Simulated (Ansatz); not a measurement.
An Ansatz (an electronic-structure program) run: Rh with a change (biaxial strain +2.50 %, plane normal [111], relaxed out of plane); plane-wave PAW DFT at the LDA level (Ansatz, 420 eV), no spin-orbit coupling.

Input:

Ansatz 0.2 input:
```yaml
crystal:
  lattice:
    - [2.7216591818, 0, 0]
    - [1.3608295909, 2.3570259919, 0]
    - [1.3608295909, -0.7856753306, 2.1409244865]
  atoms:
    - { symbol: Rh, position: [0, 0, 0] }
basis: { ecutwfc: 420, ecutrho_ratio: 4, xc_grid: 2, fft_grid_basis: typed }
kpoints: { mp_grid: { grid: [30, 30, 30] } }
hamiltonian:
  xc: lda
  dispersion: none
  pseudopotentials: { kind: paw }
scf: { occupations: { method: fermi_dirac, width: 0.1 } }
relax: { f_tol: 0.005, max_steps: 50, cell: { stress_tol: 0.01, fix: [a, b, gamma] } }
output: { forces: true, stress: true }
checkpoint: { write: state.ck, write_every: 1000 }
```

Output (explanatory and most iteration lines left out):

```
Relaxation: its limit of steps is 50 (relax.max_steps)
Pseudopotential: Rh, paw, valence charge 17
Crystal: 1 atoms, lattice volume = 13.734 Å³
Basis set: ecut = 420 eV, 271 PW (Γ), exchange–correlation on 40×40×36 points (8 copies of the dense FFT grid, shifted against one another)
Bands: 13, of which v1, the nominal top of the filled ones, is band 9 counted from 1 (8 counted from 0)
Symmetry: 12 space group operations
Space group: R-3m (ITA 166), of the structure as read, at distance tolerance 2.4e-5 Å
k-points: 2496 of 27000
Functional: x = slater, c = lda
SCF iter   1: F=—  HF=-6278.640053 eV  |F-HF|=—  |Δ(HF+E_count)|=         —  Δρ=1.11e-2  dr2=9.40e-3  ethr=1.77e-3  ⟨swp⟩=4.7  Hψ=177136  notcnv=0
SCF iter   2: F=—  HF=-6278.637694 eV  |F-HF|=—  |Δ(HF+E_count)|=   2.36e-3  Δρ=4.99e-3  dr2=1.31e-3  ethr=5.53e-5  ⟨swp⟩=2.5  Hψ=65733  notcnv=0
SCF 1 converged in 6 iterations: F = -6278.637340 eV  dr2 = 3.27e-9
relax step   1: F+E_penalty+E_count = -6278.63733965 eV  Δ(F+E_penalty+E_count) = +0.000e0 eV  max|allowed force component| = 0.000e0 eV/Å  Δτ_max = 0.0000 Å  P = -10.039 GPa  Ω = 13.734 Å³  fix = [a, b, gamma]  reactions: a -14.733, b -14.733 GPa  (6 SCF iters, dr2 threshold 1.00e-7 eV, accepted)
[... steps on the carried basis left out ...]
relax step   3: F+E_penalty+E_count = -6278.63737983 eV  Δ(F+E_penalty+E_count) = -5.143e-6 eV  max|allowed force component| = 0.000e0 eV/Å  Δτ_max = 0.0000 Å  P = -9.713 GPa  Ω = 13.719 Å³  energy of the carried Pulay correction = +8.844e-6 eV  fix = [a, b, gamma]  reactions: a -14.568, b -14.568 GPa  (2 SCF iters, dr2 threshold 1.00e-7 eV, accepted)
Crystal: 1 atoms, lattice volume = 13.719 Å³
SCF iter   1: F=—  HF=-6278.637371 eV  |F-HF|=—  |Δ(HF+E_count)|=         —  Δρ=2.11e-5  dr2=1.88e-8  ethr=1.24e-8  ⟨swp⟩=3.1  Hψ=272295  notcnv=0
SCF iter   2: F=—  HF=-6278.637371 eV  |F-HF|=—  |Δ(HF+E_count)|=   3.01e-9  Δρ=7.33e-6  dr2=2.85e-9  ethr=1.11e-10  ⟨swp⟩=2.2  Hψ=51972  notcnv=0
SCF 4 converged in 6 iterations: F = -6278.637371 eV  dr2 = 1.46e-14
SCF converged after 6 iterations
Free energy (F): -6278.637371 eV
Internal energy: -6278.593105 eV  (E = F + TS)
E sigma→0 (E₀):  -6278.615238 eV
Entropy (-TS):   -0.044265 eV (-44.265 meV/atom)
Fermi energy:    22.118924 eV
--- Forces (eV/Å), atoms counted from 1 ---
  atom   1  Rh     0.00000000    -0.00000000     0.00000000
--- Stress (GPa, compression-positive) ---
      -14.568776       0.000000       0.000000
        0.000000     -14.568776       0.000000
        0.000000       0.000000      -0.003766
  P = ⅓ Tr σ = -9.7138 GPa (-97.138 kbar)
--- Relaxed structure (3 steps of the walk, 3 accepted, 1 SCFs on fresh bases) ---
  cell:  # Å, volume = 13.7187 Å³
    - [2.7216591818104097, 1.3073080420129725e-41, -1.0177813396707517e-52]
    - [1.3608295909052048, 2.357025991890985, -1.834895365009231e-11]
    - [1.3608295909052048, -0.7856753306136803, 2.1385318141465572]
  atoms:
    - { symbol: Rh, position: [0.0, 0.0, 0.0] }
```

Whether these cells are dynamically stable was not tested. The final runs are not spin-polarised. The cell was made from Rh in the fcc (Cu type) structure (space group Fm-3m, No. 225) by this change: biaxial strain +2.50 %, plane normal [111], relaxed out of plane. Rh lies near a magnetic instability that expansion can trigger; it was not tested.
